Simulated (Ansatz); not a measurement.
Total g(r) from a molecular-dynamics run [in the run: mean pressure 0.5 GPa against a target of 0; 2×2×2 k-points, which a denser mesh shifts by 0.0 GPa in pressure and 0.02 eV/Å in forces]. These are PBE (plane waves, PAW; Ansatz, a first-principles code) values and carry that method's errors.

```
r (Å) | g(r)
     1.02 |  0.00
     1.14 |  0.00
     1.26 |  0.00
     1.38 |  0.00
     1.50 |  0.00
     1.62 |  0.00
     1.74 |  0.00
     1.86 |  0.00
     1.98 |  0.00
     2.10 |  0.00
     2.22 |  0.00
     2.34 |  0.01
     2.46 | ## 0.33
     2.58 | ############# 1.86
     2.70 | ########################### 3.78
     2.82 | ############################## 4.27
     2.94 | ####################### 3.30
     3.06 | ########### 1.63
     3.18 | ##### 0.70
     3.30 | # 0.18
     3.42 |  0.07
     3.54 | # 0.12
     3.66 | ## 0.32
     3.78 | #### 0.54
     3.90 | ###### 0.79
```

Problem. Which system gave this curve?
A) SnO2 (rutile type), crystal, 920 K
B) GaGe15, liquid, 1209 K (no melting point cited, so perhaps supercooled)
C) Ru (hcp), crystal, 276 K, 9.9 GPa
D) Pd (fcc), crystal, 1114 K

Solution. D, Pd (fcc), crystal, 1114 K
